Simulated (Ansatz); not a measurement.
Start from TiO$_{2}$ in the anatase structure (space group I4_1/amd, No. 141; a = 3.739 Å, c = 9.455 Å). Axes: x, y, z lie along a, b, c of the conventional cell.

Level of theory: DFT with LDA, PAW potentials and a 420 eV plane-wave cutoff in Ansatz (a quantum-chemistry and plane-wave program), without spin-orbit coupling.

Strains are applied to the cell and any free atomic positions relax; under biaxial strain the out-of-plane vector relaxes too.

One change was made to it. Results:

The energy goes up by 3.0 meV/atom; the pressure (mean of the normal stresses, compression positive) goes from zero to -24.8 kbar; the band gap shrinks by 0.12 eV to 1.96 eV; the width of the top valence band goes up by 0.05 eV (0.86 eV → 0.91 eV).

Question: Which of these changes matches the shifts?
A. biaxial strain +0.60 %, plane normal [001], relaxed out of plane
B. biaxial strain +1.20 %, plane normal [001], relaxed out of plane
C. biaxial strain +3.00 %, plane normal [001], relaxed out of plane
D. biaxial strain +1.80 %, plane normal [001], relaxed out of plane

Answer: B, biaxial strain +1.20 %, plane normal [001], relaxed out of plane. For comparison, the band gap in the other runs: biaxial strain +0.60 %, plane normal [001], relaxed out of plane gives 2.02 eV; biaxial strain +3.00 %, plane normal [001], relaxed out of plane gives 1.82 eV; biaxial strain +1.80 %, plane normal [001], relaxed out of plane gives 1.91 eV.

No phonon test of stability was made. All final runs are without spin polarisation.
